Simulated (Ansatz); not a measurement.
# How far PBE and r2SCAN part for La2O3

Base system: La$_{2}$O$_{3}$ (space group P-3m1, No. 164; a = 3.940 Å, c = 6.188 Å).

(Cell as relaxed with PBE.)

Levels (all Ansatz, an electronic-structure program, PAW, earlier PAW set): PBE (420 eV, no SOC); r2SCAN (500 eV, without spin-orbit coupling).

Each level relaxes its own structure.

```
quantity                         PBE           r2SCAN
-------------------  ---------------  ---------------
volume per atom             16.64 Å³         16.43 Å³
lattice parameter a          3.940 Å          3.935 Å
lattice parameter c          6.188 Å          6.126 Å
band gap                     3.83 eV          4.23 eV
gap character        indirect, L → M  indirect, L → K
```

PBE's volume per atom lies 0.21 Å³ above r2SCAN's (1.3 %); PBE's lattice parameter a lies 0.005 Å above r2SCAN's (0.1 %); PBE's lattice parameter c lies 0.0626 Å above r2SCAN's (1.0 %); PBE's band gap lies 0.392 eV below r2SCAN's; they disagree on the gap character. Neither level is exact; r2SCAN is the comparison here, not a measurement.

Stability against distortions was not tested.
